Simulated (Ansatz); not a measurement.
The starting structures come from a database of crystals and need not be the phases stable at ambient conditions.

 Where the default PAW files enter, the runs use the earlier of Ansatz's two default sets.

By PBEsol, the system below comes out a metal.

Input:

```
Hf2Si
1.0
    5.26896     0.00000     0.00000
   -2.63448     4.72469     0.00000
    2.63448     0.00000     4.72469
Hf Si
4 2
Direct
  0.34351   0.18702   0.50000
  0.65649   0.81298   0.50000
  0.84351   0.50000   0.81298
  0.15649   0.50000   0.18702
  0.25000   0.00000   0.00000
  0.75000   0.00000   0.00000
```

Space group of this cell: I4/mcm. The cell is strained (all lengths scaled by 1.02); by PBEsol its mean pressure is -9.8 GPa.

The current flows along the normal of the first two printed cell vectors, the (110) plane of the conventional cell. No spin-orbit coupling; the value is a mean over 0.1 eV about the Fermi level.

Q: State the ballistic conductance per area according to PBEsol in Ansatz (a first-principles code).

A: 0.26 × 10¹⁵ S/m² for both spins.
